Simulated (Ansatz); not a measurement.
Consider Lu in the hcp (Mg type) structure (space group P6_3/mmc, No. 194; a = 3.4432 Å, c = 5.3669 Å; relaxed with 0.1 eV smearing).

Computed with PBEsol in Ansatz (plane waves to 420 eV, PAW, no spin-orbit coupling).

For the base:

- Band gap: zero
- Pressure: 0.0 GPa

The change: every lattice vector is shortened by 1.00 %, atoms relaxed at fixed cell.

Task: What does the calculation give for the energy relative to the base after the change?

Result: The energy increases by 3.9 meV/atom.

Task: What does the calculation give for the band gap after the change?

Result: The band gap is still zero.

Task: How does this affect the pressure?

Result: The pressure (mean of the normal stresses, compression positive) goes from zero to 1.6 GPa.

The cells carry an imposed strain or load. Stability against distortions was not tested.

Ansatz is a first-principles code.
